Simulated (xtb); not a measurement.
xtb 6.7.1, GFN1-xTB: Si(Cl)(OH)(OMe)2 (CO[Si](O)(Cl)OC), 14 atoms. The geometry is a generated start, not checked to be a minimum at this level.

```
Quantity                                                                                                        Value
------------------------  -------------------------------------------------------------------------------------------
method                                                                                                       GFN1-xTB
--acc                                                                                                     1 (default)
--etemp (K)                                                                                             300 (default)
detailed input (--input)  none: ANC optimiser, Lindh (1995) Hessian, microcycle=20, maxdispl=1.0, hlow=0.01 (default)
basis functions                                                                                                    54
valence electrons                                                                                                  44
```

```xyz
14

C     -2.3644    -0.2020    -0.5231
O     -1.0362    -0.3829    -0.1033
Si     0.1661     0.6818     0.0028
O     -0.2897     1.9617     0.8813
Cl     0.7040     1.2826    -1.8574
O      1.4190     0.0147     0.7631
C      2.1488    -1.1413     0.4379
H     -2.8847     0.4741     0.1562
H     -2.8457    -1.1803    -0.5136
H     -2.3988     0.2130    -1.5339
H      0.3566     2.5882     1.2001
H      1.5248    -2.0279     0.5617
H      2.9953    -1.1861     1.1219
H      2.5047    -1.0957    -0.5937
```

The structure is relaxed from this start with --opt LEVEL for the levels crude, sloppy, loose, lax, normal, tight, vtight, extreme, once each. Up to the end of the extreme run atoms move by at most 0.66 Å along an axis.

Choose the cheapest level whose final energy lies within 5 meV of that of extreme.

sloppy: 11 cycles against 43, ending 3.4 meV above.

```tsv
level	cycles	energy above the extreme run (meV)	gradient norm (eV/Å)
crude	9	9.3	0.38
sloppy	11	3.4	0.21
loose	14	1.7	0.093
lax	14	1.7	0.093
normal	22	0.56	0.028
tight	30	0.21	0.014
vtight	39	under 0.01	0.0069
extreme	43	—	0.0023
```
